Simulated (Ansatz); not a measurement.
Point defects in InSb

Consider an 8-atom supercell of InSb in the zinc blende structure (space group F-43m, No. 216; a = 6.520 Å) at its relaxed geometry.

One neutral defect a cell, atoms relaxed at fixed cell.

Level of theory: DFT with PBEsol, PAW potentials and a 420 eV plane-wave cutoff in Ansatz (a first-principles code), spin-orbit coupling left out, earlier PAW set.

```csv
variant,largest displacement of a host atom from its site in the perfect cell,pressure
perfect supercell,–,0.0 GPa
Sn on a In site,0.04 Å,1.4 GPa
Al on a Sb site,0.08 Å,-1.0 GPa
In vacancy,0.86 Å,-2.3 GPa
"Sb interstitial (started 2.66 Å from the nearest host atom), symmetric start",0.37 Å,5.9 GPa
Li interstitial (started 2.66 Å from the nearest host atom),0.03 Å,2.4 GPa
```

In so small a cell the defect repeats every few ångströms: this is an ordered compound, not a dilute defect. Defects with a symmetric start kept the site's symmetry and may sit on a saddle; the others started slightly shaken. All final runs are without spin polarisation.
